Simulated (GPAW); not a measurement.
Band structure of HfC (Fm-3m, 2 atoms in the cell).

```xyz
2
Lattice="0.0000 2.3200 2.3200 2.3200 0.0000 2.3200 2.3200 2.3200 0.0000" Properties=species:S:1:pos:R:3 pbc="T T T"
Hf     0.0000     0.0000     0.0000
C      2.3200     2.3200     2.3200
```

Computed with PBE, GPAW PAW datasets PBE (gpaw-data 1.0.1) (plane waves; GPAW 25.7.0).

Settings: mode = pw; ecut = 900 eV; xc = PBE; kpts = 10 10 10; mesh shift (steps) = 0 0 0; occupations.name = fermi-dirac; occupations.width = 0.1 eV; nbands = -10; convergence.density = 1e-05 e/electron; convergence.energy = 1e-05 eV/electron; symmetry.symmorphic = false; symmetry.tolerance = 0.0005; maxiter = 100; bandpath_npoints = 40.

The starting cell has typed, rounded lattice constants, without a prior relaxation at this level. Spin-orbit coupling is off.

Levels in eV from the Fermi level, bands 5 to 12:
| point | 5 | 6 | 7 | 8 | 9 | 10 | 11 | 12 |
|---|---|---|---|---|---|---|---|---|
| Γ | -12.33 | 1.02 | 1.02 | 1.02 | 1.38 | 1.38 | 1.38 | 3.40 |
| X | -10.45 | -2.62 | -1.80 | -0.10 | -0.10 | 5.33 | 6.75 | 6.75 |
| W | -9.70 | -3.00 | -2.73 | -2.73 | 3.69 | 3.69 | 6.77 | 7.14 |
| K | -9.79 | -3.53 | -2.75 | -1.66 | 1.58 | 5.80 | 6.20 | 8.29 |
| L | -8.58 | -6.16 | -3.01 | -3.01 | 5.33 | 5.33 | 5.81 | 6.61 |
| U | -9.79 | -3.53 | -2.75 | -1.66 | 1.58 | 5.80 | 6.20 | 8.29 |

Bands cross the Fermi level along this path, so the cell is metallic at this level.
